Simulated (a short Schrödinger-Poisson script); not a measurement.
# Gated In0.52Al0.48As/In0.53Ga0.47As δ-doped gas in a quantum well

Structure: gated In0.52Al0.48As/In0.53Ga0.47As δ-doped gas in a quantum well, at 77 K.

| layer | material | thickness (nm) | Na (cm⁻³) |
|---|---|---|---|
| 1 | In0.52Al0.48As | 30 | - |
| 2 | In0.52Al0.48As | 2 | - |
| 3 | In0.53Ga0.47As | 10 | - |
| 4 | In0.52Al0.48As | 4000 | 9e15 |

Constants are typed, rounded textbook-type inputs, not results; the design itself was drawn at random and stands for no fabricated device. In0.52Al0.48As: permittivity 12.5, conduction-band edge (eV) 0.52, gap (eV) 1.45, electron mass (mₑ) 0.075, Nv at 300 K (cm⁻³) 1.1e19. In0.53Ga0.47As: permittivity 13.9, conduction-band edge (eV) 0, gap (eV) 0.74, Nv at 300 K (cm⁻³) 7.7e18.

Channel valleys (confinement mass, in-plane density-of-states mass, number): Γ 0.041, 0.041, 1. At the gate the conduction-band edge of layer 1 lies 0.65 eV − eVg above the Fermi level of the channel; the field vanishes at the back. Sheet of ionised δ-doping: +3.2e12 e/cm² at 30 nm from the gate. The barrier under the gate holds no holes. Gaps are held at their typed values at every temperature. Mesh 0.08 nm at interfaces.

From a short Schrödinger-Poisson script (our own, NumPy): 1D Poisson equation in equilibrium, electrons quantum, Hartree (BenDaniel-Duke, 40 states a valley, the channel's in-plane mass for all, wave functions free to enter the barrier), parabolic valleys, classical holes, full ionisation, no traps, pinning or gate leakage.

```
Vg (V)  electrons (cm⁻²)  in the channel layer  C (μF/cm²)  Γ E0 (meV)  Γ E1 (meV)
------  ----------------  --------------------  ----------  ----------  ----------
0.4              2.57e12               2.46e12       0.301      -147.2         3.9
0.3              2.39e12               2.29e12       0.297      -138.4        12.3
0.2              2.20e12               2.12e12       0.293      -128.4        22.0
0.1              2.02e12               1.95e12       0.292      -118.0        32.3
0                1.84e12               1.78e12       0.291      -107.5        42.7
-0.1             1.66e12               1.60e12       0.291       -97.0        53.1
-0.2             1.48e12               1.43e12       0.290       -86.5        63.5
-0.3             1.30e12               1.26e12       0.290       -76.0        74.0
-0.4             1.12e12               1.09e12       0.289       -65.6        84.4
-0.5             9.44e11               9.17e11       0.288       -55.1        95.0
-0.6             7.66e11               7.45e11       0.288       -44.7       105.5
-0.7             5.88e11               5.72e11       0.287       -34.3       116.1
-0.8             4.11e11               4.00e11       0.285       -23.8       126.9
-0.9             2.35e11               2.29e11       0.281       -12.8       138.2
-1               6.73e10               6.57e10       0.253         1.4       152.9
-1.1              1.04e7                1.02e7      0.0276        61.7       213.3
```

Gate voltages with under 1e6 electrons/cm² are left out.

Subbands count from the Fermi level.
